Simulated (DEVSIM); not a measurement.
Device: Pt/HfO2/n-Ge capacitor, at 400 K.

| layer (left to right) | material | thickness (nm) | Nd (cm⁻³) |
|---|---|---|---|
| 1 | HfO2 | 8.10 | - |
| 2 | Ge | 760 | 6.2e17 |

Metal gate on the left, work function 5.6 eV. Fixed charge at the semiconductor interface 1.4e10 cm⁻² (in units of +e); no interface traps.

Constants are typed, rounded textbook-type inputs, not results; the design itself was drawn at random and stands for no fabricated device. Values at 300 K; Nc and Nv go as T^1.5, mobilities as T to minus their exponent, the gap by Varshni's rule with the affinity fixed.

```csv
parameter,HfO2,Ge
gap (eV),5.7,0.664
affinity (eV),2.5,4
permittivity,22,16
Nc (cm⁻³),-,1.04e19
Nv (cm⁻³),-,6e18
Varshni α (eV/K),-,0.000477
Varshni β (K),-,235
```

Model (solved in DEVSIM): 1D Poisson equation in equilibrium, Boltzmann statistics, complete ionisation; no quantum confinement or tunnelling. Metal contacts follow the ideal Schottky-Mott rule: no Fermi-level pinning, no interface dipoles.

**Question.** Tabulate band edges, carrier densities and field at 1.1 V on the gate.

**Answer.** Energies count from the Fermi level of the right contact; mesh points crowd at the junctions.

```tsv
x (μm)	Ec (eV)	Ev (eV)	n (cm⁻³)	p (cm⁻³)	field (V/cm)
0.000	2.000	-3.700	< 1e2	< 1e2	-140000
0.0009512	1.987	-3.713	< 1e2	< 1e2	-140000
0.002551	1.965	-3.735	< 1e2	< 1e2	-140000
0.004814	1.935	-3.765	< 1e2	< 1e2	-140000
0.007103	1.904	-3.796	< 1e2	< 1e2	-140000
0.008100	0.390	-0.234	2.0e14	1.0e16	-170000
0.009148	0.371	-0.253	3.4e14	6.0e15	-180000
0.01226	0.319	-0.305	1.5e15	1.3e15	-160000
0.01741	0.248	-0.376	1.2e16	1.7e14	-120000
0.02683	0.165	-0.459	1.4e17	1.5e13	-60000
0.04605	0.116	-0.508	5.5e17	3.7e12	-6000
0.1011	0.112	-0.512	6.2e17	3.3e12	≈ 0
0.1859	0.112	-0.512	6.2e17	3.3e12	≈ 0
0.3588	0.112	-0.512	6.2e17	3.3e12	≈ 0
0.5941	0.112	-0.512	6.2e17	3.3e12	≈ 0
0.6771	0.112	-0.512	6.2e17	3.3e12	≈ 0
0.7224	0.112	-0.512	6.2e17	3.3e12	≈ 0
0.7446	0.112	-0.512	6.2e17	3.3e12	≈ 0
0.7590	0.112	-0.512	6.2e17	3.3e12	≈ 0
0.7641	0.112	-0.512	6.2e17	3.3e12	≈ 0
0.7665	0.112	-0.512	6.2e17	3.3e12	≈ 0
0.7681	0.112	-0.512	6.2e17	3.3e12	≈ 0
```
